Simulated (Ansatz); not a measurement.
A working Ansatz (a program for electronic structure) input for AgTe₄Au (P2/c, 12 atoms in the cell) (DFT, PBEsol, plane waves, default PAW files made with PBE):

Ansatz 0.2 input:
```yaml
# AgTe4Au
crystal:
  lattice:
    - [8.863607, 0.000000, 0.000000]
    - [0.000000, 4.478000, 0.000000]
    - [-5.756611, 0.000000, 8.393395]
  atoms:
    - { symbol: Au, position: [0.000000, 0.000000, 0.000000] }
    - { symbol: Au, position: [0.000000, 0.000000, 0.500000] }
    - { symbol: Ag, position: [0.500000, 0.518200, 0.250000] }
    - { symbol: Ag, position: [0.500000, 0.481800, 0.750000] }
    - { symbol: Te, position: [0.701400, 0.027800, 0.701100] }
    - { symbol: Te, position: [0.298600, 0.027800, 0.798900] }
    - { symbol: Te, position: [0.298600, 0.972200, 0.298900] }
    - { symbol: Te, position: [0.701400, 0.972200, 0.201100] }
    - { symbol: Te, position: [0.191100, 0.404500, 0.954500] }
    - { symbol: Te, position: [0.808900, 0.404500, 0.545500] }
    - { symbol: Te, position: [0.808900, 0.595500, 0.045500] }
    - { symbol: Te, position: [0.191100, 0.595500, 0.454500] }
basis:
  ecutwfc: 420.0
kpoints:
  mp_grid: { grid: [2, 3, 2], shift: [0.5, 0.5, 0.5] }
hamiltonian:
  xc: pbesol
  pseudopotentials: { kind: paw }
scf:
  occupations: { method: methfessel_paxton, width: 0.1 }
output:
  forces: true
  eigenvalues: true
  stress: true
```

The run converged in 8 iterations: free energy E − TS (on the zero of these files) -96271.5475 eV; pressure -0.55 GPa; largest force (vector length) 0.319 eV/Å. Each of these slips is then made, one at a time:

(1)
```diff
-  mp_grid: { grid: [2, 3, 2], shift: [0.5, 0.5, 0.5] }
+  mp_grid: { grid: [2, 3, 2], shift: [1, 1, 1] }
```

(2)
```diff
+total_charge: 2.0
```

Task: How does each altered input end?

Result: 
(1) A mesh shift typed as a flag of 1. The program stopped before any SCF iteration.
```
Error: invalid value for `kpoints.mp_grid.shift`: each number counts steps of the mesh from Γ, half a step is 0.5 and a whole step moves no point: type 0.5 for a flag of 1, and leave whole steps out of any other number: each must be finite and in (-1, 1); got [1, 1, 1]
```

(2) An unintended net charge. The run converged in 11 iterations without an error; against the sound input the pressure goes from -0.55 to -2.02 GPa and the largest force goes from 0.319 to 0.437 eV/Å.

The starting cell comes from a database of published, mostly measured structures (it also holds non-ambient and calculated ones), without a prior relaxation at this level. Ansatz's pressure includes its estimate of the finite-basis (Pulay) stress. A gap is left out here, as mesh or smearing make it unsure.

Left out of this page: 1 run of the series stopped by limits of time or memory; 3 runs of the series outside the window shown, repeating another row's setting, or not comparable.
